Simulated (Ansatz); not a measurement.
The starting structures come from a database of crystals and need not be the phases stable at ambient conditions.

Consider the following.

```xyz
10
Lattice="6.0880 0.0000 0.0000 0.0000 6.0880 0.0000 3.0440 -3.0440 4.3049" Properties=species:S:1:pos:R:3 pbc="T T T"
K      6.0880     3.0440     2.1524
K      3.0440     0.0000     2.1524
Na     3.0440     3.0440     0.0000
Sc     0.0000     0.0000     0.0000
F      6.0880     0.0000     2.0304
F      3.0440     3.0440     2.2744
F      1.4357     1.4357     0.0000
F      4.6523     4.6523     0.0000
F      4.6523     1.4357     0.0000
F      1.4357     4.6523     0.0000
```

Space group of this cell: Fm-3m. The cell is taken as given; by r2SCAN its mean pressure is -2.9 GPa.

Transport runs along the normal of the first two printed cell vectors, the (001) plane of the conventional cell.

The gap is the functional's own. No spin-orbit coupling. Mid-gap values are interpolated on the energy grid.

Question: Compute, with Ansatz (a first-principles code) with r2SCAN, the band gap and the smallest decay constant κ at mid-gap.

Answer: Gap 7.59 eV on a 8×8×8 mesh; κ = 0.578 1/Å, at the zone centre.
